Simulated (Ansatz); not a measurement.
## PbZrO3: holes 5.0×10^21 cm⁻³

Take PbZrO3 in the cubic perovskite structure (space group Pm-3m, No. 221; a = 4.1413 Å; a cell from a computed database, its experimental status unchecked) as the base.

Now apply this change: hole doping at 5.0×10^21 cm⁻³ (0.355 per cell), with a uniform compensating background at fixed cell and a 300 K Fermi–Dirac width.

Computed with PBEsol (Ansatz, a quantum-chemistry and plane-wave program), spin-orbit coupling left out. Settings: 11×11×11 k-points, 0.0259 eV Fermi–Dirac smearing.

* **Gap between the host's bands**: 2.60 eV (base 2.34 eV)
* **Valley order (the lowest conduction-band minima on the path, energy above the VBM, named in the base's zone)**: X along ⟨100⟩ 2.60 eV; a point along ⟨111⟩, about 0.7 Å⁻¹ from Γ 3.36 eV; Γ 3.86 eV; a point along ⟨110⟩, about 0.6 Å⁻¹ from Γ 4.00 eV (base X along ⟨100⟩ 2.34 eV; a point along ⟨111⟩, about 0.7 Å⁻¹ from Γ 3.09 eV; Γ 3.69 eV; a point along ⟨110⟩, about 0.6 Å⁻¹ from Γ 3.77 eV)
* **Fermi level relative to the doped band's edge (positive inside the band; to 0.05 eV)**: +0.20 eV

Cost of the whole job for the changed cell (relaxation, final SCF and bands): very roughly 15 core-seconds.

Carriers are added with a uniform compensating background; total energy and stress of such cells depend on the potential's zero and are not compared; many-body gap narrowing is missing at this level. Spin-orbit coupling, missing from the scalar runs, can matter with Pb. Stability against distortions was not tested. Many cubic perovskites are stable only at high temperature; tilts and polar distortions were not tested.
